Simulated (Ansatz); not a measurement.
Input:

End structure of a constructed model of the (111)B surface of 3C silicon carbide, C-terminated, (√3x√3)R30° Ga adatom at T4 (bottom of the slab: 3 H on 3 bottom sites):

```yaml
crystal:
  lattice:
    - [4.64569, 2.68219, 0.00000]
    - [-4.64569, 2.68219, 0.00000]
    - [0.00000, 0.00000, 27.50000]
  atoms:
    - { symbol: Si, position: [0.00000, 0.33333, 0.34479] }
    - { symbol: Si, position: [0.33333, 0.00000, 0.34479] }
    - { symbol: Si, position: [0.66667, 0.66667, 0.34479] }
    - { symbol: C, position: [0.00000, 0.66667, 0.36778] }
    - { symbol: C, position: [0.33333, 0.33333, 0.36778] }
    - { symbol: C, position: [0.66667, 0.00000, 0.36778] }
    - { symbol: Si, position: [0.00000, 0.66603, 0.43670] }
    - { symbol: Si, position: [0.33270, 0.33333, 0.43670] }
    - { symbol: Si, position: [0.66730, 0.00063, 0.43670] }
    - { symbol: C, position: [0.00000, 0.99789, 0.45958] }
    - { symbol: C, position: [0.33545, 0.66878, 0.45958] }
    - { symbol: C, position: [0.66455, 0.33333, 0.45958] }
    - { symbol: Si, position: [0.00000, 0.99261, 0.52879] }
    - { symbol: Si, position: [0.34073, 0.67406, 0.52879] }
    - { symbol: Si, position: [0.65927, 0.33333, 0.52879] }
    - { symbol: C, position: [0.00000, 0.33333, 0.54622] }
    - { symbol: C, position: [0.33333, 0.00000, 0.55363] }
    - { symbol: C, position: [0.66667, 0.66667, 0.55363] }
    - { symbol: Si, position: [0.00000, 0.33333, 0.61238] }
    - { symbol: Si, position: [0.33333, 0.00000, 0.62641] }
    - { symbol: Si, position: [0.66667, 0.66667, 0.62641] }
    - { symbol: C, position: [0.00000, 0.64972, 0.64336] }
    - { symbol: C, position: [0.31638, 0.33333, 0.64336] }
    - { symbol: C, position: [0.68362, 0.01695, 0.64336] }
    - { symbol: H, position: [0.00000, 0.33333, 0.29024] }
    - { symbol: H, position: [0.33333, 0.00000, 0.29025] }
    - { symbol: H, position: [0.66667, 0.66667, 0.29025] }
    - { symbol: Ga, position: [0.00000, 0.33333, 0.69467] }
```

Set-up: 28 atoms, 11.5 Å thick at the start with caps and adatoms (thin: gaps and levels are the slab's own); mesh 6x6x1; 0.025 eV smearing; dipole correction on; 6 atoms held, the rest relaxed; symmetry of the start imposed; no spin, no spin-orbit, no U. In PBE it lies 0.17 eV a 1x1 cell over the lowest computed structure of the same composition ((√3x√3)R30° Ga adatom at H3).

Give the highest filled level below the top vacuum level at the level PBE in Ansatz (a program for electronic structure).

4.43 eV

What gap of the slab on its k-mesh does PBE give?

0.80 eV
